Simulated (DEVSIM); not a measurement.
GaN p-n junction from an implanted or diffused profile

System: GaN p-n junction from an implanted or diffused profile, at 300 K.

```tsv
layer (left to right)	material	thickness (μm)	Nd (cm⁻³)	τn (s)	τp (s)
1	GaN	21.0	2e16	7.8e-8	7.8e-8
```

Added acceptor profile: 3.3e18 cm⁻³ × exp(−(x − 0.069 μm)²/(2·(0.33 μm)²)). Left contact: ohmic. Right contact: ohmic. Voltage is applied to the left contact. Recombination: SRH at mid-gap, radiative. Mobility is constant in doping.

The device is made up for the run: typed textbook-type constants, with dimensions and the other settings drawn at random. Values at 300 K.

| parameter | GaN |
|---|---|
| gap (eV) | 3.43 |
| affinity (eV) | 4.1 |
| permittivity | 9.5 |
| Nc (cm⁻³) | 2.3e18 |
| Nv (cm⁻³) | 4.6e19 |
| μn (cm²/Vs) | 1200 |
| μp (cm²/Vs) | 100 |
| B (cm³/s) | 1e-11 |

Model (solved in DEVSIM): 1D drift-diffusion, Boltzmann statistics, complete ionisation; no tunnelling, impact ionisation, image-force lowering or self-heating.

```yaml
potential_step_across_the_device_at_zero_bias: 3.238 V
Dark forward voltage at 1 A/cm²: 3.018 V
Dark forward voltage at 100 A/cm²: 3.183 V
```

Dark forward current:

| V (V) | J (A/cm²) |
|---|---|
| 1.75 | 1.3e-13 |
| 1.80 | 3.4e-13 |
| 1.90 | 2.3e-12 |
| 1.95 | 6.3e-12 |
| 2.00 | 1.7e-11 |
| 2.05 | 4.6e-11 |
| 2.15 | 3.4e-10 |
| 2.20 | 9.4e-10 |
| 2.25 | 2.6e-9 |
| 2.35 | 2.0e-8 |
| 2.40 | 5.6e-8 |
| 2.45 | 1.6e-7 |
| 2.55 | 1.2e-6 |
| 2.60 | 3.5e-6 |
| 2.65 | 1.0e-5 |
| 2.70 | 3.3e-5 |
| 2.80 | 0.00047 |
| 2.85 | 0.0023 |
| 2.90 | 0.013 |
| 3.00 | 0.52 |
| 3.05 | 3.2 |
| 3.10 | 16 |
| 3.20 | 140 |
| 3.25 | 280 |
| 3.30 | 500 |
| 3.35 | 790 |
| 3.45 | 1600 |
| 3.50 | 2100 |

Small-signal capacitance in reverse bias (quasi-static):

```json
[
 {"V (V)": "-0.4", "C (nF/cm²)": "15.6"},
 {"V (V)": "-1", "C (nF/cm²)": "14.6"},
 {"V (V)": "-2", "C (nF/cm²)": "13.4"},
 {"V (V)": "-3", "C (nF/cm²)": "12.4"},
 {"V (V)": "-4", "C (nF/cm²)": "11.6"},
 {"V (V)": "-6", "C (nF/cm²)": "10.5"},
 {"V (V)": "-8", "C (nF/cm²)": "9.59"},
 {"V (V)": "-10", "C (nF/cm²)": "8.92"},
 {"V (V)": "-13", "C (nF/cm²)": "8.14"},
 {"V (V)": "-16", "C (nF/cm²)": "7.53"},
 {"V (V)": "-20", "C (nF/cm²)": "6.91"}
]
```
